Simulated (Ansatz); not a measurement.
Functionals compared on the (0001) surface of wurtzite ZnO, Zn-terminated, OH on every top atom (bottom of the slab: 2 H on 4 bottom sites), in Ansatz (plane waves, PAW). The structure was relaxed with PBE; the other rows are single points on it. Cutoff 420 eV (500 eV for r2SCAN).

Slab: 50 atoms, 14.7 Å thick at the start with caps and adatoms; k 4x4x1, smearing 0.025 eV, dipole-corrected; 8 atoms held, the rest relaxed; no symmetry held; no spin (no spin-polarised run to compare, though such a face may carry moments), no spin-orbit, no U. The slab shows no gap on its mesh. It is one candidate, not shown to be the stable structure of the face. These notes are the PBE run's.

```csv
functional,work function of the top face (eV),rough cost of the single point
PBE,7.56,–
r2SCAN,?,about 5 core-minutes (a rough figure)
```

### Question
Complete the blanks.

### Answer

- r2SCAN, work function of the top face (eV): 7.90

Ansatz is an electronic-structure program.
